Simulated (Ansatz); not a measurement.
Consider BP in the zinc blende structure (space group F-43m, No. 216; a = 4.5202 Å). Axes: x, y, z lie along the cube axes.

The values are results of PBEsol in Ansatz (plane waves to 420 eV, PAW, no spin-orbit coupling), not measurements.

Before the change:

- Band gap: 1.11 eV
- Smallest direct gap: 3.38 eV
- Valence-band top at Γ: 0.00, 0.00, 0.00 eV

Now apply this change: tensor shear ε_xy = +0.57 % (engineering shear γ = 0.0114), atoms relaxed at fixed cell.

How does this affect the band gap, smallest direct gap, energy relative to the base, valence-band top at Γ and stress?

The band gap shrinks by 0.057 eV, from 1.11 eV to 1.06 eV; the smallest direct gap decreases by 0.15 eV (3.38 eV → 3.23 eV); the energy increases by 0.9 meV/atom; the valence-band top at Γ (three highest levels, from the VBM) goes from 0.00, 0.00, 0.00 eV to 0.00, -0.05, -0.10 eV; the stress (xx, yy, zz, yz, xz, xy; compression positive) amounts to (0.02, 0.02, -0.01, 0.00, 0.00, -2.14) GPa.

The cells carry an imposed strain or load. Whether these cells are dynamically stable was not tested.

Ansatz is an electronic-structure program.
